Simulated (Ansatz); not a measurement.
System: interstitial P in silicon with all lengths changed by -1 % (charge state -1). These are PBE, PAW (plane waves to 420 eV; Ansatz, an electronic-structure program) values and carry that method's errors.

Settings: 64 host sites, the strained lattice (strain from the relaxed PBE one, atoms relaxed), a 2×2×2 k-point mesh shifted by half a step, smearing 0.01 eV, spin-restricted, no image-charge correction. No zero-point or tunnelling terms. The charge state is imposed; whether it is stable for some Fermi level was not computed. Sites that were not tried may lie lower. The start lies 0.086 eV above the lowest site run (PBE).

Barriers: single points on a 3×3×3 k-point mesh shifted by half a step at the bands' geometries.

The step: P moves alone to another site (a rearrangement that moves the defect's centre by under 1 Å); the atom moves 1.63 Å along (0.00, -0.21, 0.21) of the unit cell; the moving atom starts with neighbours Si at 2.21, Si at 2.24, Si at 2.26, Si at 2.84 Å and ends with Si at 2.21, Si at 2.24, Si at 2.26, Si at 2.84 Å.

Task: Give the migration barrier of this step at the level PBE, PAW.

Result: 0.52 eV, the same both ways. At the saddle the moving atom has neighbours 2 Si at 2.18, Si at 2.20 Å. The saddle point's order was not checked, and it lies on a symmetry element of the cell, where a band can be held.
